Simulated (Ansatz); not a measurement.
Start from CdSe in the zinc blende structure (space group F-43m, No. 216; a = 6.196 Å).

(Cell as relaxed with PBE.)

Levels (all Ansatz, a first-principles code, PAW, earlier PAW set): PBE (420 eV, no spin-orbit coupling); r2SCAN (500 eV, no SOC).

Each level relaxes its own structure.

```json
[
 {"quantity": "volume per atom", "PBE": "29.74 Å³", "r2SCAN": "[?]"},
 {"quantity": "lattice parameter a", "PBE": "6.196 Å", "r2SCAN": "[?]"},
 {"quantity": "band gap", "PBE": "0.49 eV", "r2SCAN": "[?]"},
 {"quantity": "gap character", "PBE": "direct at Γ", "r2SCAN": "[?]"},
 {"quantity": "electron mass", "PBE": "0.052 mₑ", "r2SCAN": "[?]"},
 {"quantity": "hole mass (degenerate bands, along [100])", "PBE": "0.053, 0.73, 0.73 mₑ", "r2SCAN": "[?]"}
]
```

### Question
Predict the r2SCAN column.

### Answer

- volume per atom, r2SCAN: 28.84 Å³
- lattice parameter a, r2SCAN: 6.133 Å
- band gap, r2SCAN: 1.03 eV
- gap character, r2SCAN: direct at Γ
- electron mass, r2SCAN: 0.093 mₑ
- hole mass (degenerate bands, along [100]), r2SCAN: 0.098, 0.70, 0.70 mₑ

PBE's volume per atom lies 0.90 Å³ above r2SCAN's (3.1 %); PBE's lattice parameter a lies 0.063 Å above r2SCAN's (1.0 %); PBE's band gap lies 0.54 eV below r2SCAN's; the two agree on the gap character. Neither level is exact; r2SCAN is the comparison here, not a measurement.

Effective masses come from finite differences of ±0.01 Å⁻¹. No phonon test of stability was made.
